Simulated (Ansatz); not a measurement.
Take WSe2 (space group P6_3/mmc, No. 194; a = 3.2305 Å, c = 12.4111 Å; layered, stacked along the Cartesian z axis) as the base. Axes: x lies along a and z along c of the hexagonal cell.

Calculations: PBEsol-D3(BJ) (Ansatz, a quantum-chemistry and plane-wave program; PAW; 420 eV plane waves; spin-orbit coupling left out).

Before the change:

```
Property                        Result
-----------------------------  -------
Shortest interatomic distance  2.511 Å
Band gap                       0.67 eV
```

Modification: compressive biaxial strain of 1.20 % in the plane normal to [001], as in epitaxy on a mismatched substrate; the out-of-plane cell vector and the atoms relax.

Problem. How does this affect the shortest interatomic distance?

Solution. The shortest interatomic distance decreases by 0.006 Å, from 2.511 Å to 2.505 Å.

Problem. What does the calculation give for the ratio −ε⊥/ε∥ after the change?

Solution. The ratio −ε⊥/ε∥ amounts to 0.41.

Problem. Predict the new band gap.

Solution. The band gap rises by 0.014 eV, from 0.67 eV to 0.69 eV.

With W present, leaving out spin-orbit coupling can change the band edges. No phonon test of stability was made.
